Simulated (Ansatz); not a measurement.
Take Hf (space group P6/mmm, No. 191; a = 4.919 Å, c = 3.061 Å; a cell from a computed database, its experimental status unchecked) as the base.

Levels (all Ansatz, a program for electronic structure, PAW): PBEsol (420 eV, no spin-orbit coupling); PBEsol+SOC (420 eV, spin-orbit coupling included).

The geometry is relaxed with PBEsol.

```
Property           Value
---------------  -------
PBEsol pressure  0.0 GPa
```

Problem. How does going to PBEsol+SOC change the pressure?

Solution. The pressure goes from zero to -0.3 GPa.

Single points use the geometry relaxed with PBEsol. Differences between runs with and without spin-orbit coupling are approximate. Whether these cells are dynamically stable was not tested. The runs without spin-orbit coupling are not spin-polarised. This is not the structure that Hf has at room temperature and ambient pressure.
